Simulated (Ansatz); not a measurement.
**zinc-blende GaAs (1 1 1) on Bi2Se3 (0 0 1) (film strained to the substrate, started from cuts of the bulks and a machine-learned relaxation; metallic at this level, with no gap by band count; slabs Bi6Se9 and As4Ga4, which can lie off the formulas)**

A periodic stack without vacuum, zinc-blende GaAs (1 1 1) on Bi2Se3 (0 0 1) (film strained to the substrate, started from cuts of the bulks and a machine-learned relaxation; metallic at this level, with no gap by band count; slabs Bi6Se9 and As4Ga4, which can lie off the formulas): substrate slab Bi6Se9, film As4Ga4, surface cells [[0, -1], [1, 0]] and [[-1, 1], [-1, 0]], film strained by +3.1 and +3.1 %, outermost planes Se/Se and Ga/As as cut, which need not be the usual terminations and can put a slab off its formula.

The start was prepared with a machine-learned potential, and the result is one local minimum, with the in-plane cell held and forces under 0.04 eV/Å; the film can end far from its bulk form.

Calculation: PBE (plane waves to 420 eV, PAW; Ansatz, a program for electronic structure). Spin–orbit coupling is left out; the runs are not spin-polarised. Its k-point mesh 6×6×1, Fermi–Dirac width 0.05 eV.

| Item | Result |
|---|---|
| interface area | 15.2 Å² |
| period | 43.87 Å |
| heights between the nearest atoms of the two slabs at the two interfaces | 2.56 and 2.76 Å |
| As–Se contacts across the interfaces within 1.22 times the sum of covalent radii | 1, mean 2.90 Å |
| Ga–Se contacts across the interfaces within 1.22 times the sum of covalent radii | 1, mean 2.56 Å |
| two interfaces | unlike, so that offsets are their mean |

```xyz
23
Lattice="4.1890 0.0005 0.0660 2.0949 3.6281 -0.0231 2.9485 0.8465 43.9129" Properties=species:S:1:pos:R:3 pbc="T T T"
Bi     4.3796     2.2621    17.4434
Bi     4.4254     2.3245    23.8823
Se     6.4849     3.5672    25.9897
Se     2.3532     1.0916    22.3565
Se     6.4501     3.4963    19.0261
Bi     2.2666     1.1763    27.7535
Bi     2.4542     1.0629     3.0382
Se     4.4863     2.3216     4.9877
Se     6.7020     3.4382     1.4236
Se     4.3354     2.4120    29.4334
Bi     6.5570     3.5585     6.9692
Bi     6.5351     3.4106    13.5733
Se     2.3148     1.0239    15.4989
Se     4.4644     2.1790    12.0005
Se     2.3281     1.1710     8.5021
As     6.3824     3.6700    32.7192
As     6.3269     1.3056    36.0406
As     4.1673     2.5719    39.2684
As     6.2880     3.7894    42.5347
Ga     4.2991     2.4493    31.9921
Ga     6.3395     3.7121    35.2507
Ga     6.2750     1.3500    38.5551
Ga     4.2148     2.5630    41.7864
```
